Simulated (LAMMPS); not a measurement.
SiO2 (stishovite, a high-pressure form) at 200 K and zero pressure, started from the crystal, with several potentials, in cells of their own sizes.

Models:
- SiO.1990.vashishta: classical MD, pair style vashishta, file SiO.1990.vashishta (LAMMPS); P. Vashishta, R. K. Kalia, J. P. Rino, and I. Ebbsjo, Phys. Rev. B 41, 12197 (1990).
- SiO.1994.vashishta: classical MD, pair style vashishta, file SiO.1994.vashishta (LAMMPS); Nakano, Kalia, and Vashishta, J. Non-Crystal. Solids, v. 171, p. 157 (1994)
- SiO.1997.vashishta: classical MD, pair style vashishta, file SiO.1997.vashishta (LAMMPS); Broughton, Meli,Vashishta,and Kalia, Phys Rev B, v. 56, p. 611 (1997)
- ionic pair potential bks1990: classical MD, Buckingham potential of van Beest, Kramer and van Santen, Phys. Rev. Lett. 64, 1955 (1990), used with rigid ions (no shells), PPPM sums, short-range terms cut at 10 Å, modified for these runs by an r^-4 repulsive force inside the short-range force's maximum (LAMMPS)

```tsv
potential	state	volume	first peak of g(r), O-Si	coordination number of O by Si	mean phonon frequency	rough cost (ms per atom and simulated ps)
ionic pair potential bks1990	crystal; no diffusion seen in 21 ps	7.6656 ± 0.0002 Å³/atom	1.77 Å, height 15.8	3.00 (counted to 2.46 Å)	19.5 THz	30 to 100
SiO.1990.vashishta	solid that has left the starting structure; no diffusion seen in 30 ps	11.451 ± 0.004 Å³/atom	1.62 Å, height 20.7	1.94 (counted to 2.14 Å)	19.4 THz	10 to 30
SiO.1994.vashishta	solid that has left the starting structure; no diffusion seen in 30 ps	15.6975 ± 0.0009 Å³/atom	1.61 Å, height 28.0	1.92 (counted to 2.06 Å)	18.5 THz	1 to 3
SiO.1997.vashishta	solid that has left the starting structure; no diffusion seen in 30 ps	17.34 ± 0.03 Å³/atom	1.59 Å, height 21.2	1.89 (counted to 2.22 Å)	9.4 THz	1 to 3
```

Costs are rough: whole-run CPU time with set-up and analysis, from shared machines, in bands a factor of about three wide.

Caution (row ionic pair potential bks1990): in nature this polymorph isn't the stable one over the whole range of temperature at this pressure, and short runs keep a crystal in its starting form.

Caution: with SiO.1990.vashishta the 0 K volume of this crystal is 30 % off the measured one.

Caution: with SiO.1994.vashishta the 0 K volume of this crystal is 40 % off the measured one.

Caution: with SiO.1997.vashishta the 0 K volume of this crystal is 55 % off the measured one.

States go by the mean squared displacement: a species diffuses where it passes 1.5 Å², still rises and gives D over 1e-6 cm²/s; a crystal has left its structure where atoms lie 0.35 Å off their sites on average or a cubic box changes its shape by 3 %, or the axial ratios of another lie 8 % off the starting cell's, which the potential's own relaxation can also do.

Errors shown are sampling errors alone.
